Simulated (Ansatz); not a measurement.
**Effective masses and thermopower of GaP under load (space group F-43m)**

Data:

```yaml
crystal:
  lattice:
    - [0.00000, 2.75171, 2.75171]
    - [2.75171, 0.00000, 2.75171]
    - [2.75171, 2.75171, 0.00000]
  atoms:
    - { symbol: Ga, position: [0.00000, 0.00000, 0.00000] }
    - { symbol: P, position: [0.25000, 0.25000, 0.25000] }
```

These are r2SCAN with spin-orbit coupling, rigid bands (plane waves, PAW; Ansatz, an electronic-structure program) values and carry that method's errors. Condition of this run: hydrostatic pressure of -2.8 GPa (compression positive) (the target of the relaxation). How the cell was made: cell and atoms relaxed with PBEsol, then loaded as said.

| Item | Result |
|---|---|
| band gap | 1.86 eV |
| electron conductivity mass (300 K, dilute) | 0.33 mₑ |
| hole conductivity mass (300 K, dilute) | 0.49 mₑ |
| effective density of states N_c (300 K) | 3.9e19 cm⁻³ |
| effective density of states N_v (300 K) | 2.4e19 cm⁻³ |
| density-of-states mass, electrons | 1.33 mₑ |
| density-of-states mass, holes | 0.96 mₑ |
| Seebeck coefficient, n-type 1e19 cm⁻³, 300 K | -347 μV/K |
| best n-type power factor at 300 K for τ = 10 fs (best axis; densities from 1e16 to 1e21 cm⁻³ tried, whether or not they can be reached) | 28 μW/(cm·K²) at 3e20 cm⁻³ |
| Seebeck coefficient, p-type 1e19 cm⁻³, 300 K | 321 μV/K |
| best p-type power factor at 300 K for τ = 10 fs (best axis; densities from 1e16 to 1e21 cm⁻³ tried, whether or not they can be reached) | 14.6 μW/(cm·K²) at 3e20 cm⁻³ |

Rigid bands; masses and Seebeck coefficients take one relaxation time τ for all states and one kind of carrier; polarons and phonon drag are left out. Geometry: cell and atoms relaxed with PBEsol.
